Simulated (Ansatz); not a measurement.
For TiSi2 (Cmcm, No. 63, 6 atoms in the cell; start mp-1077503; a measured phase of this formula has another space group), PBE-D4 (plane waves, PAW; Ansatz, a quantum-chemistry and plane-wave program) gives:

```
Property                    Result
------------------  --------------
volume per atom      13.87 Å³/atom
formation enthalpy  -0.673 eV/atom
```

**Question.** What does r²SCAN-D4 in Ansatz (PAW) give for the same quantities?

**Answer.** 
- equilibrium volume per atom: 14.00 Å³/atom (grows by 0.9 %)
- formation enthalpy: -0.590 eV/atom (moves by +0.083 eV/atom)

Changes are worked out from the printed values.

Unless a cell is named, each level is at its own relaxed cell (PBE-D4 13.87, r²SCAN-D4 14.00 Å³/atom).

The crystal itself was run without spin with PBE-D4, r²SCAN-D4; a magnetic state was not tried in these runs.

Caveats: the relaxation could not lower the start's symmetry, so the cell can be a saddle point above a distorted one (PBE-D4, r²SCAN-D4). Ansatz's density-functional and Hartree–Fock values are scalar-relativistic unless marked +SOC, with PAW data made under PBE.

A start named mp-… is a Materials Project structure, which need not be a measured phase.
